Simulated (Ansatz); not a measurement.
The reference is CuAu (space group P4/mmm, No. 123; a = 2.8129 Å, c = 3.5930 Å; relaxed with 0.1 eV smearing). Axes: x, y, z lie along a, b, c of the conventional cell.

The values are results of Ansatz (an electronic-structure program) PBEsol, no spin-orbit coupling, not measurements.

Base values:

* **Pressure**: 0.0 GPa

Modification: the cell is stretched by 1.50 % along z with no lateral relaxation, atoms relaxed at fixed cell.

Question: What does the calculation give for the pressure after the change?

Answer: The pressure (mean of the normal stresses, compression positive) goes from zero to -2.4 GPa.

The cells carry an imposed strain or load. No phonon test of stability was made. The final runs are not spin-polarised.
